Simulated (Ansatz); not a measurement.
Consider Y in the hcp (Mg type) structure (space group P6_3/mmc, No. 194; a = 3.5943 Å, c = 5.6099 Å; relaxed with 0.1 eV smearing).

Structures relaxed with PBEsol (Ansatz, a quantum-chemistry and plane-wave program), spin-orbit coupling left out.

Base:

Simulated powder pattern, Co Kα, λ = 1.79026 Å (kinematic, ideal powder, no thermal factors, no anomalous dispersion; the 10 strongest lines at most, above 2 %, up to 2θ = 90°):

```tsv
2θ (°)	I/Imax (%)	hkl
33.42	24	(100)
37.22	24	(002)
38.40	100	(101)
50.88	15	(102)
59.75	19	(110)
67.89	19	(103)
72.53	21	(112)
73.29	16	(201)
82.26	3.9	(202)
88.86	3.3	(104)
```

After one change:

Simulated powder pattern, Co Kα, λ = 1.79026 Å (kinematic, ideal powder, no thermal factors, no anomalous dispersion; the 10 strongest lines at most, above 2 %, up to 2θ = 90°):

| 2θ (°) | I/Imax (%) |
|---|---|
| 34.13 | 24 |
| 38.01 | 24 |
| 39.22 | 100 |
| 52.00 | 15 |
| 61.09 | 19 |
| 69.48 | 19 |
| 71.87 | 2.9 |
| 74.26 | 21 |
| 75.04 | 15 |
| 84.31 | 3.9 |

Problem. What was done to the base?
A. isotropic strain +0.50 %
B. isotropic strain −2.00 %
C. isotropic strain +2.50 %
D. isotropic strain +2.00 %

Solution. B, isotropic strain −2.00 %. Its volume per atom is 29.54 Å³ against 31.38 Å³, and its space group is P6_3/mmc (No. 194).

Stability against distortions was not tested. All final runs are without spin polarisation.
